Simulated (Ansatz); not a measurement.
Start from Ta in the bcc (W type) structure (space group Im-3m, No. 229; relaxed with 0.1 eV smearing).

```xyz
1
Lattice="-1.6411 1.6411 1.6411 1.6411 -1.6411 1.6411 1.6411 1.6411 -1.6411" Properties=species:S:1:pos:R:3 pbc="T T T"
Ta     0.0000     0.0000     0.0000
```

Calculations: PBEsol (Ansatz, an electronic-structure program; PAW; 420 eV plane waves; spin-orbit coupling left out).

Base values:

```
Quantity   Result
--------  -------
Pressure  0.0 GPa
```

Now apply this change: every lattice vector is shortened by 0.50 %, atoms relaxed at fixed cell.

Question: Predict the new energy relative to the base.

Answer: The energy rises by 2.6 meV/atom.

Question: What does the calculation give for the pressure after the change?

Answer: The pressure goes from zero to 3.2 GPa.

The cells carry an imposed strain or load. Whether these cells are dynamically stable was not tested. All final runs are without spin polarisation.
